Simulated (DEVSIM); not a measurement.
**illuminated Si p-on-n cell, one wavelength**

System: illuminated Si p-on-n cell, one wavelength, at 300 K.

```csv
layer (left to right),material,thickness (μm),Nd (cm⁻³),Na (cm⁻³),τn (s),τp (s),absorption coefficient (cm⁻¹)
1,Si,0.490,-,3.9e18,1.6e-8,1e-7,1500
2,Si,54.0,3.2e15,-,6e-7,6e-7,1500
```

Left contact: ohmic, minority electron recombination velocity 2e6 cm/s. Right contact: ohmic, minority hole recombination velocity 2000 cm/s. Voltage is applied to the left contact. Recombination: SRH at mid-gap, radiative, Auger. Gap narrowing is on: ΔEg = 6.92 meV × (l + √(l² + 0.5)), l = ln(N/1.3e17 cm⁻³), shared equally by both band edges. Light enters at the left, 2.9e16 photons cm⁻² s⁻¹, one pass, no reflection. Mobility is μmin + (μ − μmin)/(1 + (N/Nref)^α).

This is a model device: material constants are rounded textbook-type values typed into the input, and sizes, dopings and lifetimes were drawn at random. Values at 300 K.

```csv
parameter,Si
gap (eV),1.124
affinity (eV),4.05
permittivity,11.7
Nc (cm⁻³),2.86e19
Nv (cm⁻³),3.1e19
μn (cm²/Vs),1417
μp (cm²/Vs),470
"μn,min",52
"μp,min",45
"Nref,n",9.7e16
"Nref,p",2.2e17
αn,0.68
αp,0.72
B (cm³/s),4.7e-15
Cn (cm⁶/s),2.8e-31
Cp (cm⁶/s),9.9e-32
```

Simulated with DEVSIM: 1D drift-diffusion, Boltzmann statistics, complete ionisation; no tunnelling, impact ionisation, image-force lowering or self-heating.

```json
{
  "potential_step_across_the_device_at_zero_bias": "0.811 V",
  "largest_field_in_the_device_at_zero_bias": "83000 V/cm",
  "Dark forward voltage at 1 A/cm²": "0.640 V",
  "Dark forward voltage at 100 A/cm²": "0.848 V",
  "short_circuit_current": "3.70 mA/cm²",
  "open_circuit_voltage": "0.482 V",
  "fill_factor": "0.79",
  "largest_power": "1.40 mW/cm²",
  "share_of_generated_pairs_collected_at_short_circuit": "0.796"
}
```

Current under light (generator sign):

```json
[
 {"V (V)": "0.00", "J (mA/cm²)": "3.70"},
 {"V (V)": "0.06", "J (mA/cm²)": "3.70"},
 {"V (V)": "0.12", "J (mA/cm²)": "3.69"},
 {"V (V)": "0.20", "J (mA/cm²)": "3.69"},
 {"V (V)": "0.26", "J (mA/cm²)": "3.68"},
 {"V (V)": "0.34", "J (mA/cm²)": "3.66"},
 {"V (V)": "0.36", "J (mA/cm²)": "3.64"},
 {"V (V)": "0.38", "J (mA/cm²)": "3.59"},
 {"V (V)": "0.40", "J (mA/cm²)": "3.50"},
 {"V (V)": "0.42", "J (mA/cm²)": "3.31"},
 {"V (V)": "0.44", "J (mA/cm²)": "2.91"},
 {"V (V)": "0.46", "J (mA/cm²)": "2.06"},
 {"V (V)": "0.48", "J (mA/cm²)": "0.235"},
 {"V (V)": "0.50", "J (mA/cm²)": "-3.66"}
]
```

Dark forward current:

```tsv
V (V)	J (A/cm²)
0.05	1.3e-8
0.15	1.5e-7
0.25	1.6e-6
0.30	6.4e-6
0.40	0.00018
0.50	0.0073
0.60	0.29
0.65	1.3
0.75	15
0.85	100
0.95	400
1.00	660
1.10	1400
1.20	2600
```
